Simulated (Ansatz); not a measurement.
Results of PBEsol (plane waves, PAW; Ansatz, an electronic-structure program) for AgGa (Pm-3m, No. 221, 2 atoms in the cell; start mp-11478).

Numerical settings: plane-wave cutoff 520 eV, 16×16×16 k mesh, Fermi–Dirac smearing 0.05 eV, no spin polarisation, scalar-relativistic PAW data made under PBE.

Cell (relaxed at this level):

```cif
data_AgGa
_chemical_formula_sum 'Ga1 Ag1'
_space_group_name_H-M_alt 'P 1'
_space_group_IT_number 1
_cell_length_a 3.23137
_cell_length_b 3.23137
_cell_length_c 3.23137
_cell_angle_alpha 90.000
_cell_angle_beta 90.000
_cell_angle_gamma 90.000
loop_
_space_group_symop_operation_xyz
  'x, y, z'
loop_
_atom_site_label
_atom_site_type_symbol
_atom_site_fract_x
_atom_site_fract_y
_atom_site_fract_z
_atom_site_occupancy
Ga1 Ga 0.50000 0.50000 0.50000 1
Ag1 Ag 0.00000 0.00000 0.00000 1
```

Problem. What does this level give for the bulk modulus B0?

Solution. 
bulk modulus B0: 83.1 GPa

The run finds no gap.

Note: the bulk modulus is −V dP/dV from two relaxed cells at ±2 % in volume; the relaxation could not lower the start's symmetry, so the cell can be a saddle point above a distorted one.

The result took roughly 50 core-seconds.

A start named mp-… is a Materials Project structure, which need not be a measured phase.
